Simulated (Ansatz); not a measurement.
The starting structures come from a database of crystals and need not be the phases stable at ambient conditions.

By PBEsol, the system below comes out a metal.

A figure of merit of an interconnect metal is its ballistic conductance per area.

Data:

```
TaSi2
1.0
    4.76863     0.00000     0.00000
   -2.38431     4.12975     0.00000
    0.00000     0.00000     6.52141
Ta Si
3 6
Cartesian
  1.19216   2.06488   1.08690
 -1.19216   2.06488   3.26071
  2.38432   0.00000   5.43451
  1.13456   0.65504   3.26071
  0.00000   1.31008   5.43451
  3.63407   0.65504   1.08690
  1.24975   3.47471   3.26071
  2.38432   2.81967   5.43451
 -1.24975   3.47471   1.08690
```

Space group of this cell: P6_222. The cell is taken as given; by PBEsol its mean pressure is 0.6 GPa.

The current flows along the normal of the first two printed cell vectors, the (001) plane of the conventional cell. No spin-orbit coupling; the value is a mean over 0.1 eV about the Fermi level.

### Question
Give the ballistic conductance per area that PBEsol in Ansatz (a first-principles code) yields.

### Answer
0.35 × 10¹⁵ S/m² for both spins.
